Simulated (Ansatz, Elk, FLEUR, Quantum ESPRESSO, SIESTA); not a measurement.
## Code comparison for Mo₂N (R-3m, 3 atoms in the cell)

Self-consistent single point, at a second geometry (lattice scaled by 0.98). First geometry:

```
Mo2N
1.0
    1.41485     0.81686     4.91206
   -1.41485     0.81686     4.91206
    0.00000    -1.63372     4.91206
Mo N
2 1
Direct
  0.24289   0.24289   0.24289
  0.75711   0.75711   0.75711
  0.00000   0.00000   0.00000
```

Shared settings, as Ansatz (an electronic-structure program) writes them: kpoints.mp_grid.grid = 11 11 11; scf.occupations.method = fermi_dirac; scf.occupations.width = 0.1 eV. Potentials and cutoffs stand in the table.

| code | model | ΔF from the first geometry (meV/atom) | pressure (GPa) | largest force (eV/Å) | cutoff |
|---|---|---|---|---|---|
| FLEUR | PBEsol, all-electron FLAPW (FLEUR), scalar-relativistic valence | 104.6 | – | 0.335 | Kmax 4.5 1/bohr |
| Elk | PBEsol, all-electron FP-LAPW, Elk's shipped species files, LAPW+lo basis | 101.2 | – | – | rgkmax 7.5 |
| Quantum ESPRESSO | PBEsol, GBRV 1.5 ultrasoft (PBESOL) pseudopotentials | 101.1 | 38.07 | 0.373 | 40 Ry |
| Ansatz | PBEsol, PAW files made with PBE | 103.1 | 38.66 | 0.377 | 420 eV |
| SIESTA | GGA PBEsol, numerical atomic orbitals DZP, PseudoDojo PBEsol standard norm-conserving potentials (rewritten from UPF to PSML) | 124.4 | 44.60 | 0.817 | grid 350 Ry |

A dash marks a value that a program does not give, or that is left out as unsure.

On Ansatz's run: spin polarisation is off; with an odd number of electrons in the cell that forces a metal, and a magnetic state may lie lower.

The spread over the programs that give each value: ΔF from the first geometry within 23.3 meV/atom; pressure within 6.53 GPa; largest force within 0.482 eV/Å.

SIESTA uses small atom-centred bases, whose incompleteness enters pressures, forces and empty levels differently from a plane-wave cutoff. FLEUR and Elk treat all electrons, but the usual bases taken here (sphere radii, linearisation, local orbitals, empty states) were not tested for convergence, so the values are no reference for the others. Ansatz's pressure is given at a fixed set of plane waves, as the other plane-wave codes print theirs; with its correction for the finite basis it is 38.85 GPa. In the pressure, SIESTA (by 6.24) lies more than 1 GPa from the median of the plane-wave programs. In the force vectors, SIESTA (by 0.443) lies more than 0.08 eV/Å from the median of the plane-wave programs.

The starting cell comes from a database of computed structures (which also holds hypothetical and non-ambient phases and stackings), without a prior relaxation at this level. Its lattice was rescaled by a random factor within 2.5 % of one. For this run, on top of that: lattice scaled by 0.98.

Keys are those of Ansatz 0.2.
